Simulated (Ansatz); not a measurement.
**Question.** Name crystals whose electron conductivity mass lies between 0.126 and 0.197 mₑ and whose band gap lies between 0.41 and 0.64 eV, by PBEsol, rigid bands (Ansatz, a quantum-chemistry and plane-wave program).

**Answer.** Many crystals can fit; among those computed here:
- SnS (Pnma): 0.171 mₑ, 0.55 eV
- Cd$_{2}$SnO$_{4}$ (Pbam): 0.149 mₑ, 0.48 eV
- AgBr (Fm-3m): 0.188 mₑ, 0.50 eV

Masses are for dilute carriers at 300 K, harmonic means over directions unless an axis is named. Spin-orbit coupling is left out.

Formula and space group known from diffraction (Crystallography Open Database), not checked to be the room-temperature form: Cd2SnO4 (Pbam).
